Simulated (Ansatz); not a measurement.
**Al2O3, point defects**

Start from a 10-atom supercell of Al2O3 in the corundum structure (space group R-3c, No. 167) at its relaxed geometry.

```xyz
10
Lattice="4.8080 0.0000 0.0000 -2.4040 4.1638 0.0000 0.0000 -2.7759 4.3739" Properties=species:S:1:pos:R:3 pbc="T T T"
Al     0.0000     2.7759     0.2466
Al     0.0000     0.0000     1.9403
Al     2.4040    -1.3879     4.1273
Al     2.4040     1.3879     2.4335
O      1.4720     0.0000     3.2804
O     -0.7360     1.2748     3.2804
O      4.0720    -1.2748     3.2804
O      0.9320     1.3879     1.0935
O      3.1400     0.1132     1.0935
O     -1.6680     2.6627     1.0935
```

One neutral defect a cell, atoms relaxed at fixed cell.

All numbers come from PBE (Ansatz, an electronic-structure program), no spin-orbit coupling, earlier PAW set.

```json
[
 {"change": "perfect supercell", "pressure": "0.0 GPa", "largest displacement of a host atom from its site in the perfect cell": "–"},
 {"change": "O vacancy, symmetric start", "pressure": "-2.5 GPa", "largest displacement of a host atom from its site in the perfect cell": "0.09 Å"},
 {"change": "Al vacancy", "pressure": "8.7 GPa", "largest displacement of a host atom from its site in the perfect cell": "0.30 Å"},
 {"change": "O on a Al site (antisite)", "pressure": "14.4 GPa", "largest displacement of a host atom from its site in the perfect cell": "0.37 Å"}
]
```

The magnetic state is the one reached from the starting moments; the real material's order can differ, and small cells can't hold many antiferromagnetic ones. The cell is small, so the values are those of an ordered compound at a high defect concentration; dilute-limit values will differ. A case with no gap was solved on a k-mesh chosen for an insulator, which is coarse for it. Defects with a symmetric start kept the site's symmetry and may sit on a saddle; the others started slightly shaken. Seeded moments were not kept for O vacancy and O on a Al site (antisite).
